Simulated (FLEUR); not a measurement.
Worked example: self-consistent single point of KPb3 (Pm-3m, 4 atoms in the cell) in FLEUR.

Method of the run: PBEsol, all-electron FLAPW (FLEUR), scalar-relativistic valence.

```
KPb3
1.0
    5.10137     0.00000     0.00000
    0.00000     5.10137     0.00000
    0.00000     0.00000     5.10137
K Pb
1 3
Direct
  0.00000   0.00000   0.00000
  0.00000   0.50000   0.50000
  0.50000   0.00000   0.50000
  0.50000   0.50000   0.00000
```

Reference input (self-consistent single point, DFT, LDA (Perdew-Zunger), all-electron FLAPW (FLEUR), scalar-relativistic valence): Kmax = 3.8 1/bohr; GmaxXC = 13.3 1/bohr; xcFunctional = pz; jspins = 1; l_soc = F; mode = hist; fermiSmearingEnergy = 0.00367493 Htr; mesh (inpgen div1-3) = 9 9 9; inpgen gamma flag = false; Gmax = 13.3 1/bohr; numbands = 0; maxIterBroyd = 99. This run's input differs from it in these lines:

```diff
@@ -16,3 +16,3 @@
 &comp jspins=1 /
-&exco xctyp='pz' /
+&exco xctyp='PBEs' /
 &kpt div1=9 div2=9 div3=9 /
@@ -29,3 +29,3 @@
       <coreElectrons ctail="T" frcor="F" kcrel="0" coretail_lmax="0"/>
-      <xcFunctional name="pz" relativisticCorrections="F"/>
+      <xcFunctional name="PBEs" relativisticCorrections="F"/>
       <magnetism jspins="1"/>
```

The program printed (abridged):

```
 Iteration:     1   Distance:       4.85859501 me/bohr^3
 Iteration:     2   Distance:       4.54502527 me/bohr^3
 Iteration:     3   Distance:       1.06260886 me/bohr^3
 Iteration:     4   Distance:       0.19583475 me/bohr^3
 Iteration:     5   Distance:       0.18772559 me/bohr^3
   [... 4 lines left out ...]
 Iteration:    10   Distance:       0.00017941 me/bohr^3
 Iteration:    11   Distance:       0.00019752 me/bohr^3
 Iteration:    12   Distance:       0.00001315 me/bohr^3
 Iteration:    13   Distance:       0.00000337 me/bohr^3
 Run finished successfully
 Stop message:
   Structural relaxation: Done

[file out, last iteration]
             iter=     14
[...]
          total density-effective poten   -1.1286064395E+05
          total charge density-energy d   -1.1866339661E+03
 Updated energy parameters for spin:           1
[...]
 fermi energy and band-weighting factors:

[...]
FERMIE:
          first approx. to ef    (T=0)  :   0.212605 htr   (energy of the highest occ. eigenvalue)
          number of occ. states  (T=0)  :        889
          first approx. to seigv (T=0)  : -14.857065 htr
          sum of weights of occ. states :  25.515775
          sum of semicore charge        :   0.000000 e
FERHIS:  Fermi-Energy by histogram:
          bandgap                     :   0.000301 htr
   [... lines left out ...]
          charge neutrality (T=0)     :   0.031550    (zero if the highest occ. eigenvalue is "entirely" occupied)
     EF_NEWTON:  Adjust Fermi-Energy by Newton-Method.
 Direct bandgap for spin            1 :    9.1360333762459112E-003  Htr
 ---->    free energy=                    -63370.5147705199 htr
   [... lines left out ...]
      extrapolation for T->0
 ---->    total electron energy=          -63370.5133808924 htr
 ***** TOTAL FORCES ON ATOMS *****
 TOTAL FORCE FOR ATOM TYPE=  1  X=  0.000   Y=  0.000   Z=  0.000
                       FX_TOT= 0.000000 FY_TOT= 0.000000 FZ_TOT= 0.000000
 TOTAL FORCE FOR ATOM TYPE=  2  X=  0.000   Y=  4.820   Z=  4.820
                       FX_TOT= 0.000000 FY_TOT= 0.000000 FZ_TOT= 0.000000
 Structural relaxation: Done
```

The run converged in 13 iterations. FLEUR gives forces in its relaxation mode, with a further iteration, so its stop message speaks of a relaxation. 

The starting cell comes from a database of computed structures (which also holds hypothetical and non-ambient phases and stackings), without a prior relaxation at this level. Spin-orbit coupling is off. Values depend on the basis (sphere radii, cutoffs, local orbitals), which need not be converged. The log's line on a gap gives a spacing of levels on this mesh, which the program prints for metals too.

Cost on one core of a shared machine: roughly 3 min.
